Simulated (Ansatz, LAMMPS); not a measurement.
Si well of 12 atomic layers along [001] in random Si0.7Ge0.3, 5 % Ge through the well. Cell 16.67 × 16.67 × 49.66 Å, Si504Ge144, 648 atoms. Prepared with Tersoff's 1989 multicomponent potential (SiCGe.tersoff) run with LAMMPS: minimisation. 

Basis: localised support functions (accuracy medium) on a full density matrix. k-points: zone centre alone; occupations: Fermi-Dirac, 0.010 eV; spin polarisation not allowed. No spin-orbit coupling.

Task: Give the gap and bonding at the level PBE, support functions at accuracy medium on the grid of 370 eV (Ansatz, a program for electronic structure).

Result: 
- Kohn-Sham gap of the cell on its k-mesh = 0.42 eV
- weight of the highest filled level on the well = 0.28
- weight of the lowest empty level on the well = 0.91
- coordination (neighbours within 2.855 Å) = 100.0 % 4-fold
- Ge-Ge bonds, mean ± spread = 2.472 ± 0.007 Å
- Ge-Si bonds, mean ± spread = 2.425 ± 0.007 Å
- Si-Si bonds, mean ± spread = 2.381 ± 0.007 Å
- bond angles, mean ± spread = 109.5° ± 1.1°
- pressure = -0.78 GPa
